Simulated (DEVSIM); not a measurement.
Structure: Si p-i-n diode, at 300 K.

Layer 1 from the left is Si, thickness (μm) 0.690, Na (cm⁻³) 6.2e18, τn (s) 2.8e-6, τp (s) 2.8e-6. Layer 2 from the left is Si, thickness (μm) 1.10, Nd (cm⁻³) 1.3e11, τn (s) 2.8e-6, τp (s) 2.8e-6. Layer 3 from the left is Si, thickness (μm) 0.200, Nd (cm⁻³) 4.6e17, τn (s) 2.8e-6, τp (s) 2.8e-6.

Left contact: ohmic. Right contact: ohmic. Voltage is applied to the left contact. Recombination: SRH at mid-gap, Auger. Gap narrowing is on: ΔEg = 6.92 meV × (l + √(l² + 0.5)), l = ln(N/1.3e17 cm⁻³), shared equally by both band edges. Mobility is μmin + (μ − μmin)/(1 + (N/Nref)^α).

The device is made up for the run: typed textbook-type constants, with dimensions and the other settings drawn at random. Values at 300 K.

Si: gap (eV) 1.124, affinity (eV) 4.05, permittivity 11.7, Nc (cm⁻³) 2.86e19, Nv (cm⁻³) 3.1e19, μn (cm²/Vs) 1417, μp (cm²/Vs) 470, μn,min 52, μp,min 45, Nref,n 9.7e16, Nref,p 2.2e17, αn 0.68, αp 0.72, Cn (cm⁶/s) 2.8e-31, Cp (cm⁶/s) 9.9e-32.

DEVSIM, 1D drift-diffusion, Boltzmann statistics, complete ionisation; no tunnelling, impact ionisation, image-force lowering or self-heating.

Question: What does the simulation give for the potential step across the device at zero bias, the dark forward voltage at 100 A/cm², the dark forward voltage at 1 A/cm²?

Answer: potential step across the device at zero bias 0.939 V; dark forward voltage at 100 A/cm² 0.758 V; dark forward voltage at 1 A/cm² 0.633 V.
